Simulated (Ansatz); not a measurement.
## Pressure series in YN

The reference is YN in the rock salt structure (space group Fm-3m, No. 225).

```
YN
1.0
    0.00000     2.45292     2.45292
    2.45292     0.00000     2.45292
    2.45292     2.45292     0.00000
Y N
1 1
Cartesian
  0.00000   0.00000   0.00000
  2.45292   2.45292   2.45292
```

Cell and atoms are relaxed at each pressure.

All numbers come from Ansatz (a program for electronic structure) PBE, no spin-orbit coupling.

Only one of these has no band gap. Which?
A. pressure 0.9 GPa
B. pressure 15 GPa
C. pressure −1 GPa
D. pressure 30 GPa

D, pressure 30 GPa. Computed: pressure −1 GPa: 0.22 eV; pressure 0.9 GPa: 0.20 eV; pressure 15 GPa: 0.06 eV; pressure 30 GPa: zero

The mesh was chosen for an insulator and is coarse for the gapless case. Load acts through the strain it causes; cell and atoms are relaxed under it. Stability against distortions was not tested. No other phases were tried under pressure. All final runs are without spin polarisation. The zero or small gap of YN can change with the level of theory.
